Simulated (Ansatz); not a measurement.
Ansatz (a program for electronic structure), DFT, PBE, plane waves, its default PAW files: Ru(0001) slab of 4 layers, 3x3, atoms displaced (Ru36), unrelaxed, 36 atoms. Basis and mesh were picked for this test and aren't claimed converged.

```
Quantity                                                 Result
-----------------------------  --------------------------------
cell                           8.12, 8.12, 20.42 Å; 90, 90, 60°
distance to the nearest atom                     2.57 to 2.67 Å
task                                               single point
k mesh                                                    4×4×1
hamiltonian.xc                                              pbe
kind of files                                               paw
scf.occupations.method                              fermi_dirac
scf.occupations.width                                    0.1 eV
output.forces                                              true
memory maximum (--max-ram)                               200GiB
accuracy                                       medium (default)
basis.precision                                  auto (default)
basis.xc_grid                                       2 (default)
scf.eigensolver.kind                             auto (default)
scf.convergence.dr2_threshold                   1e-07 (default)
scf.lower_state_search                          light (default)
k-points after symmetry                                      10
bands at the start                                          346
electrons                                                   576
plane waves at Γ                                          22791
cutoff (eV)                                                 420
FFT grid                                              60×60×144
symmetry operations                                           1
```

Settings of this run: scf.mixing.algorithm = broyden, scf.mixing.preconditioner = none; 32 threads.

```tsv
iteration	dr2 (eV)	Hψ
1	3.55e0	13388
2	1.35e3	8004
3	6.05e2	6696
4	6.69e-1	5289
5	3.26e-1	4874
6	9.35e-1	4059
7	4.78e-2	3993
8	4.36e-2	4808
9	1.89e-2	3700
10	3.83e-3	3504
11	8.11e-3	4635
12	2.08e-2	4423
13	2.60e-2	3451
14	1.88e-3	3471
15	2.03e-3	3663
16	1.56e-4	3706
17	3.05e-4	4510
18	1.56e-4	3586
19	5.94e-5	3488
20	4.56e-5	3556
21	4.04e-5	3589
22	1.06e-4	3450
23	1.43e-4	3448
24	6.94e-5	3482
25	1.15e-5	3573
26	2.42e-6	3845
27	1.61e-6	3850
28	1.91e-6	3692
29	5.07e-7	3491
30	5.25e-7	4037
31	3.39e-7	3574
32	6.28e-7	3769
33	6.29e-6	3782
34	2.90e-6	3678
35	9.44e-8	10546
```

It converged after 35 SCF iterations.

Task: The cycle is slow. Which setting should be changed?

Result: Several could match; the one computed here: scf.mixing.preconditioner = auto (default) (9 SCF iterations), all else kept; it takes 11 s against 30 s on an otherwise empty node (Intel Xeon 6 (Granite Rapids)). The other changes of this size gave: scf.mixing.algorithm = auto (default) (27). In that run the program took: scf.mixing.preconditioner LDOS, scf.eigensolver.kind band_cg, --slots 7, --kpoint-pools 1. The change moves the result by: energy under 0.001 meV/atom, forces (largest component) 0.044 meV/Å.

Keys are those of Ansatz 0.2.
